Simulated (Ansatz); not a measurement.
CrN (Pmmn, No. 59, 8 atoms in the cell; start mp-1232890), treated with r²SCAN+rVV10 (Ansatz, a quantum-chemistry and plane-wave program, PAW).

Numerical settings: plane-wave cutoff 560 eV, 18×14×10 k mesh (along the axes of the cell as run), Fermi–Dirac smearing 0.05 eV, spin-polarised start, scalar-relativistic PAW data made under PBE.

Cell (relaxed at this level):

```cif
data_Cr4N4
_chemical_formula_sum 'Cr4 N4'
_space_group_name_H-M_alt 'P 1'
_space_group_IT_number 1
_cell_length_a 2.97293
_cell_length_b 4.12712
_cell_length_c 5.74512
_cell_angle_alpha 90.000
_cell_angle_beta 90.000
_cell_angle_gamma 90.000
loop_
_space_group_symop_operation_xyz
  'x, y, z'
loop_
_atom_site_label
_atom_site_type_symbol
_atom_site_fract_x
_atom_site_fract_y
_atom_site_fract_z
_atom_site_occupancy
Cr1 Cr 0.50000 0.50000 0.86055 1
Cr2 Cr 0.00000 0.00000 0.13945 1
Cr3 Cr 0.50000 0.50000 0.36055 1
Cr4 Cr 0.00000 0.00000 0.63945 1
N1 N 0.00000 0.50000 0.11227 1
N2 N 0.50000 0.00000 0.88773 1
N3 N 0.50000 0.00000 0.38774 1
N4 N 0.00000 0.50000 0.61226 1
```

### Question
Predict the band gap.

### Answer

- band gap = 0.28 eV (on the SCF k mesh)

Note: the magnetic order was assumed, not searched for or taken from measurement; the relaxation could not lower the start's symmetry, so the cell can be a saddle point above a distorted one.

Computed values are for the static lattice.

A start named mp-… is a Materials Project structure, which need not be a measured phase.
